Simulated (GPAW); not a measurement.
GPAW is run on Zr5AlPb3 (P6_3/mcm, 18 atoms in the cell), and the run fails. The aim is a self-consistent single point with DFT PBEsol, plane waves, GPAW PAW datasets PBEsol (made by gpaw-setup).

Cell that was meant: a = 8.8223 Å, b = 8.8223 Å, c = 5.9561 Å, α = 90.00°, β = 90.00°, γ = 120.00°.

Part of the input:

```python
            xc='PBEsol',
            kpts={'size': (2, 2, 3), 'gamma': True},
            occupations={'name': 'methfessel-paxton', 'width': 0.05, 'order': 1},
            nband=-22,
            symmetry={'symmorphic': False, 'tolerance': 0.0005},
            maxiter=120)
```

Log, with long lists cut:

```
Traceback (most recent call last):
   [... frames left out ...]
TypeError: Unknown GPAW parameter: nband
```

Task: From the messages shown, name the fault and mend the input.

Result: The fault is a keyword that the program does not know. The program does not know a key of this name. To fix it, use the program's own name for the key. The program stopped before any SCF iteration.

The sound input it was made from differs as follows (other fixes are possible):
```diff
-            nband=-22,
+            nbands=-22,
```

With that input, the run converged in 31 iterations: free energy E − TS (from the program's reference atoms) -120.8619 eV; Fermi level (on the code's own zero) 9.45 eV; pressure -3.49 GPa; largest force (vector length) 0.180 eV/Å (DFT PBEsol, plane waves, GPAW PAW datasets PBEsol (made by gpaw-setup)).

On the sound input: the starting cell comes from a database of computed structures (which also holds hypothetical and non-ambient phases and stackings), without a prior relaxation at this level. With a pressure of about -3 GPa the cell is away from its equilibrium volume at this level. Without a gap this mesh is coarse (it stands for a supercell whose shortest vector is 18 Å).
